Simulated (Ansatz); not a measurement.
The reference is AlCr$_{2}$C (space group P6_3/mmc, No. 194; a = 2.8118 Å, c = 12.5992 Å; non-magnetic). Axes: x lies along a and z along c of the hexagonal cell.

The values are results of PBEsol (Ansatz, a first-principles code, PAW, without spin-orbit coupling), not measurements.

Base values:

```
Quantity                         Value
-----------------------------  -------
Shortest interatomic distance  1.940 Å
```

One thing is altered: uniaxial stress, 5 GPa compression along z, with the cell and atoms free to relax against it.

How does this affect the energy relative to the base and shortest interatomic distance?

The energy increases by 2.5 meV/atom; the shortest interatomic distance hardly moves (1.940 Å against 1.939 Å).

Without a gap, meshes like the base's 19×19×4 leave anisotropic stresses uncertain by several tenths of a GPa, and small strain energies with them. Load acts through the strain it causes; cell and atoms are relaxed under it. Stability under load was not tested beyond the relaxation. Seeded moments were not kept for the base. The final runs are not spin-polarised.
